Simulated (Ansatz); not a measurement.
Consider the following.

```yaml
crystal:
  lattice:
    - [3.84518, 0.00000, 0.00000]
    - [1.92259, 3.33003, 0.00000]
    - [0.00000, 0.00000, 22.84895]
  atoms:
    - { symbol: O, position: [0.66667, 0.16667, 0.33042] }
    - { symbol: Ce, position: [0.33333, 0.83333, 0.36363] }
    - { symbol: O, position: [0.00000, 0.50000, 0.39819] }
    - { symbol: O, position: [0.33333, 0.83333, 0.46508] }
    - { symbol: Ce, position: [0.00000, 0.50000, 0.50000] }
    - { symbol: O, position: [0.66667, 0.16667, 0.53492] }
    - { symbol: O, position: [0.00000, 0.50000, 0.60181] }
    - { symbol: Ce, position: [0.66667, 0.16667, 0.63637] }
    - { symbol: O, position: [0.33333, 0.83333, 0.66958] }
```

No spin polarisation.

Method: DFT with r2SCAN, PAW potentials and a 500 eV plane-wave cutoff in Ansatz (a quantum-chemistry and plane-wave program), no SOC, earlier PAW set. Γ-centred 10×10×1 mesh, Fermi–Dirac width 0.05 eV. The cell is a slab with vacuum along z.

Predict the band gap and layer's space group.


* **Band gap**: 2.12 eV
* **Layer's space group (with vacuum)**: P-3m1 (No. 164)

No phonon test of stability was made. The final runs are not spin-polarised. The cell was made from CeO$_{2}$ in the fluorite structure (space group Fm-3m, No. 225) by this change: a free-standing slab of 3 layers (9 atoms, 3 a layer) is cut normal to [111], with 15 Å of vacuum and the in-plane cell held at bulk.
